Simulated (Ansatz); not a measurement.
Base system: ZrSe$_{2}$ in the CdI2 type structure (space group P-3m1, No. 164; a = 3.6599 Å, c = 5.8413 Å; layered, stacked along the Cartesian z axis; relaxed with 0.1 eV smearing). Axes: x lies along a and z along c of the hexagonal cell.

Level of theory: PBEsol-D3(BJ) in Ansatz (plane waves to 420 eV, PAW, no SOC).

For the base:

| Property | Value |
|---|---|
| Pressure | 0.0 GPa |

The change: uniaxial strain ε_xx = +3.50 %, all other strain components held at zero, atoms relaxed at fixed cell.

### Question
Estimate the effect on the energy relative to the base, largest internal atomic displacement and pressure.

### Answer
The energy goes up by 9.5 meV/atom; the largest internal atomic displacement is 0.034 Å; the pressure (mean of the normal stresses, compression positive) goes from zero to -1.7 GPa.

Stability against distortions was not tested. The final runs are not spin-polarised.

Ansatz is a quantum-chemistry and plane-wave program.
